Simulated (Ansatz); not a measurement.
The starting structures come from a database of crystals and need not be the phases stable at ambient conditions.

The decay constant κ of evanescent states in the gap governs leakage through a thin film.

Input:

```xyz
7
Lattice="3.5817 0.0000 0.0000 0.0000 12.9306 0.0000 1.7909 -6.4653 1.8992" Properties=species:S:1:pos:R:3 pbc="T T T"
Li     0.0000     0.0000     0.0000
La     0.0000     4.6996     0.0000
La     0.0000     8.2310     0.0000
H      1.7909     0.0000     0.0000
O      1.7909     6.4653     0.0000
O      0.0000    10.6389     0.0000
O      0.0000     2.2917     0.0000
```

Space group of this cell: Immm. The cell is taken as given; by PBEsol its mean pressure is -5.0 GPa.

Transport runs along the normal of the first two printed cell vectors.

No gap correction and no spin-orbit coupling; mid-gap values are interpolated between computed energies.

Task: Compute, with PBEsol in Ansatz (a first-principles code), the band gap and the smallest decay constant κ at mid-gap.

Result: Gap 1.83 eV on a 16×16×16 mesh; κ = 0.335 1/Å, at (0.000, 0.250) of the in-plane reciprocal vectors. At the zone centre, at the nearest computed energy, the slowest state has κ = 0.35 1/Å.
